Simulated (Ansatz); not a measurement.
The starting structures come from a database of crystals and need not be the phases stable at ambient conditions.

 Where the default PAW files enter, the runs use the earlier of Ansatz's two default sets.

Crystal: Ba(CuS)2 (I4/mmm, not sure to be the ambient phase, 5 atoms a cell, 19.3 Å³ an atom); planes in its conventional cell.

These are r2SCAN (plane waves, PAW; Ansatz, a quantum-chemistry and plane-wave program) values and carry that method's errors.

The gap is the functional's own, uncorrected, and κ follows it; spin-orbit coupling is left out. Mid-gap values are interpolated between the computed energies.

```tsv
plane	area of the cell (Å²)	mid-gap κ (1/Å)	largest κ in the gap (1/Å)
(001)	15.2	0.14	0.16
(110)	34.9	(withheld)	(withheld)
(100)	49.4	(withheld)	(withheld)
```

Problem. The slowest decay depends on the direction. Supply the withheld values.

Solution. 
- (110), mid-gap κ (1/Å): 0.11
- (110), largest κ in the gap (1/Å): 0.11
- (100), mid-gap κ (1/Å): 0.10
- (100), largest κ in the gap (1/Å): 0.10
